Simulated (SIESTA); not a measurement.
**SIESTA run on Co (P6_3/mmc, 2 atoms in the cell): self-consistent single point**

Level of theory: GGA PBE, numerical atomic orbitals TZP, PseudoDojo PBE standard norm-conserving potentials (rewritten from UPF to PSML) run with SIESTA.

Input as run:

```
# files in the folder: Co.psml (PseudoDojo PBE standard)
SystemName  Co
SystemLabel co

NumberOfAtoms                2
NumberOfSpecies              1
%block ChemicalSpeciesLabel
  1 27 Co
%endblock ChemicalSpeciesLabel
LatticeConstant              1.0 Ang
%block LatticeVectors
     2.450494000    0.000000000    0.000000000
    -1.225247000    2.122190000    0.000000000
     0.000000000    0.000000000    3.986156000
%endblock LatticeVectors
AtomicCoordinatesFormat      Bohr
%block AtomicCoordinatesAndAtomicSpecies
    -0.000002315    2.673573260    1.883185783  1
     2.315383580    1.336784625    5.649557348  1
%endblock AtomicCoordinatesAndAtomicSpecies

XC.functional                GGA
XC.authors                   PBE
PAO.BasisSize                TZP
PAO.EnergyShift              0.01 Ry
MeshCutoff                   400 Ry
%block kgrid.MonkhorstPack
   12   0   0  0.0
    0  12   0  0.0
    0   0   7  0.0
%endblock kgrid.MonkhorstPack
OccupationFunction           MP
OccupationMPOrder            0
ElectronicTemperature        0.05 eV
Spin                         polarized
%block DM.InitSpin
  1 +3.00
  2 +3.00
%endblock DM.InitSpin

MaxSCFIterations             150
SCF.Mixer.Method             Pulay
SCF.Mixer.Weight             0.1
SCF.Mixer.History            8
SCF.DM.Tolerance             1.0E-05
Diag.ParallelOverK           true
WriteForces                  true
Charge.Mulliken              end
```

Log, with long lists cut:

```
reinit: Reading from file input.fdf

reinit: System Name: Co
reinit: System Label: co

NOTE on units for spin output:
{S} is the spin magnetic moment, in units of the Bohr magneton,
assuming a g-factor for the electron spin of exactly 2.
The spin magnetic moment is then numerically equal to the charge inbalance,
in units of electrons, between the spin-up and -down channels.

coor:   Atomic-coordinates input format  =     Cartesian coordinates
coor:                                            (in Bohr units)

siesta: Atomic coordinates (Bohr) and species
siesta:     -0.00000   2.67357   1.88319  1        1
siesta:      2.31538   1.33678   5.64956  1        2

siesta: System type = bulk

initatomlists: Number of atoms, orbitals, and projectors:      2    50    36

siesta: ******************** Simulation parameters ****************************
redata: Spin configuration                          = collinear
redata: Time-Reversal Symmetry                      = T
redata: Number of Atomic Species                    =        1
redata: Mesh Cutoff                                 =   400.0000 Ry
redata: Net charge of the system                    =     0.0000 |e|
redata: Min. number of SCF Iter                     =        0
redata: Max. number of SCF Iter                     =      150
redata: SCF convergence failure will abort job
redata: SCF mix quantity                            = Hamiltonian
redata: Mix DM or H after convergence               =   F
redata: Recompute H after scf cycle                 =   F
redata: Mix DM in first SCF step                    =   T
redata: No kicks to SCF
redata: DM Mixing Weight for Kicks                  =     0.5000
redata: Require Harris convergence for SCF          =   F
redata: Harris energy tolerance for SCF             =     0.000100 eV
redata: Require DM convergence for SCF              =   T
redata: DM tolerance for SCF                        =     0.000010
   [... lines left out ...]
diag: Used triangular part                          = Lower
diag: Absolute tolerance                            =  0.100E-15
diag: Orthogonalization factor                      =  0.100E-05
diag: Memory factor                                 =  1.0000

superc: Internal auxiliary supercell:     9 x     9 x     5  =     405
superc: Number of atoms, orbitals, and projectors:    810  20250  14580

                        Single-point calculation

superc: Internal auxiliary supercell:     9 x     9 x     5  =     405
superc: Number of atoms, orbitals, and projectors:    810  20250  14580

outcell: Unit cell vectors (Ang):
        2.450494    0.000000    0.000000
       -1.225247    2.122190    0.000000
        0.000000    0.000000    3.986156

outcell: Cell vector modules (Ang)   :    2.450494    2.450494    3.986156
outcell: Cell angles (23,13,12) (deg):     90.0000     90.0000    120.0000
outcell: Cell volume (Ang**3)        :     20.7297
new_DM -- step:     1
Initializing Density Matrix...

Attempting to read DM from file... Failed...
DM filled with atomic data (user-defined):

InitMesh: MESH = 30 x 30 x 48 = 43200
InitMesh: Mesh cutoff (required, used) =   400.000   400.752 Ry

stepf: Methfessel-Paxton step function
       Using Hermite-Gauss polynomials of order  0
        iscf     Eharris(eV)        E_KS(eV)     FreeEng(eV)     dDmax    Ef(eV) dHmax(eV)
   scf:    1    -8297.021341    -8319.925246    -8319.927666  1.160091 -1.475170 12.578791
     spin moment: {S} , |S| = {        0.0        0.0    3.79238 }     3.79238
   scf:    2    -8326.144969    -8323.219962    -8323.221229  0.163013 -2.190986  9.033655
     spin moment: {S} , |S| = {        0.0        0.0    3.70323 }     3.70323
   scf:    3    -8327.484195    -8326.555645    -8326.556957  0.329023 -4.043283  0.587413
     spin moment: {S} , |S| = {        0.0        0.0    3.58132 }     3.58132
   scf:    4    -8326.357237    -8326.501424    -8326.503553  0.044417 -3.776148  1.620541
     spin moment: {S} , |S| = {        0.0        0.0    3.46171 }     3.46171
   scf:    5    -8326.657994    -8326.613581    -8326.616270  0.059416 -4.208564  0.168658
     spin moment: {S} , |S| = {        0.0        0.0    3.22944 }     3.22944
   scf:    6    -8326.614119    -8326.613857    -8326.616537  0.000649 -4.206554  0.145027
   [... lines left out ...]
   scf:   10    -8326.615388    -8326.615314    -8326.617881  0.001209 -4.206361  0.004544
     spin moment: {S} , |S| = {        0.0        0.0    3.19989 }     3.19989
   scf:   11    -8326.615310    -8326.615312    -8326.617881  0.000127 -4.206495  0.001330
     spin moment: {S} , |S| = {        0.0        0.0    3.20053 }     3.20053
   scf:   12    -8326.615307    -8326.615309    -8326.617881  0.000057 -4.205982  0.002590
     spin moment: {S} , |S| = {        0.0        0.0    3.20084 }     3.20084
   scf:   13    -8326.615309    -8326.615309    -8326.617882  0.000152 -4.206712  0.000404
     spin moment: {S} , |S| = {        0.0        0.0    3.20056 }     3.20056
   scf:   14    -8326.615308    -8326.615309    -8326.617882  0.000017 -4.206772  0.000100
     spin moment: {S} , |S| = {        0.0        0.0    3.20052 }     3.20052
   scf:   15    -8326.615308    -8326.615309    -8326.617882  0.000004 -4.206788  0.000024
     spin moment: {S} , |S| = {        0.0        0.0    3.20052 }     3.20052
SCF Convergence by DM+H criterion
max |DM_out - DM_in|         :     0.0000036346
max |H_out - H_in|      (eV) :     0.0000244343
SCF cycle converged after 15 iterations

Using DM_out to compute the final energy and forces

siesta: E_KS(eV) =            -8326.6153

siesta: E_KS - E_eggbox =     -8326.6153

siesta: Atomic forces (eV/Ang):
     1    0.000073   -0.000042   -0.000000
     2   -0.000073    0.000042    0.000000
   Tot   -0.000000   -0.000000   -0.000000
   Max    0.000073
   Res    0.000049    sqrt( Sum f_i^2 / 3N )
   Max    0.000073    constrained

Stress tensor Voigt[x,y,z,yz,xz,xy] (kbar):      -52.74      -52.46       -2.27        0.00       -0.00        0.24
(Free)E + p*V (eV/cell)    -8326.1544
Target enthalpy (eV/cell)    -8326.6179

siesta: Program's energy decomposition (eV):
siesta: Ebs     =     -1268.780328
siesta: Eions   =     10210.599641
siesta: Ena     =       686.000932
siesta: Ekin    =      3699.517391
siesta: Enl     =     -1030.553643
siesta: Eso     =         0.000000
siesta: Edftu   =         0.000000
siesta: DEna    =        54.998232
siesta: DUscf   =         1.290580
siesta: DUext   =         0.000000
siesta: Ex      =     -1456.761515
siesta: Ec      =       -70.507646
siesta: Exc     =     -1527.269160
siesta: Eharris =     -8326.615308
siesta: Etot    =     -8326.615309
siesta: FreeEng =     -8326.617882

siesta: Stress tensor (static) (eV/Ang**3):
siesta:    -0.032919    0.000152   -0.000000
siesta:     0.000152   -0.032744    0.000000
siesta:    -0.000000    0.000000   -0.001414

siesta: Cell volume =         20.729661 Ang**3

siesta: Pressure (static):
siesta:                Solid            Molecule  Units
siesta:           0.00024352          0.00024354  Ry/Bohr**3
siesta:           0.02235911          0.02236103  eV/Ang**3
siesta:          35.82324754         35.82632653  kBar

mulliken: Atomic and Orbital Populations:

mulliken: Spin UP

Species: Co
Atom  Qatom  Qorb
               3s      4s      4s      4s      3py     3pz     3px     4py
               4pz     4px     3dxy    3dyz    3dz2    3dxz    3dx2-y2 3dxy
   [... lines left out ...]

             -0.053  -0.061  -0.053  -0.062   0.089   0.071   0.086   0.071

              0.090
   2  9.300   0.952   0.345  -0.223   0.168   1.002   1.002   1.002   0.159
              0.162   0.159   0.885   0.901   0.882   0.901   0.885  -0.062

             -0.053  -0.061  -0.053  -0.062   0.089   0.071   0.086   0.071

              0.090

mulliken: Qtot =       18.600

mulliken: Spin DOWN

Species: Co
Atom  Qatom  Qorb
               3s      4s      4s      4s      3py     3pz     3px     4py
               4pz     4px     3dxy    3dyz    3dz2    3dxz    3dx2-y2 3dxy
               3dyz    3dz2    3dxz    3dx2-y2 3dxy    3dyz    3dz2    3dxz
               3dx2-y2
   1  7.700   0.947   0.379  -0.271   0.211   1.002   1.002   1.002   0.187
              0.198   0.187   0.652   0.655   0.659   0.654   0.652  -0.094

             -0.082  -0.095  -0.082  -0.094   0.015  -0.005   0.012  -0.005

              0.015
   2  7.700   0.947   0.379  -0.271   0.211   1.002   1.002   1.002   0.187
              0.198   0.187   0.652   0.655   0.659   0.654   0.652  -0.094

             -0.082  -0.095  -0.082  -0.094   0.015  -0.005   0.012  -0.005

              0.015

mulliken: Qtot =       15.400

Mulliken Atomic Populations:
Atom #   charge [q] valence [e]      Sz [e]  Species
     1     0.000000   17.000000    1.600258  Co
     2    -0.000000   17.000000    1.600258  Co
 Total     0.000000                3.200516
```

The run converged in 15 iterations.

The starting cell comes from a database of computed structures (which also holds hypothetical and non-ambient phases and stackings), without a prior relaxation at this level. Its lattice was rescaled by a random factor within 2.5 % of one. The magnetic order is the one reached from the typed start; others were not searched systematically. Values carry the incompleteness of an atom-centred basis. With a pressure of about 4 GPa the cell is away from its equilibrium volume at this level.

Cost on one core of a shared machine: roughly 2 min.
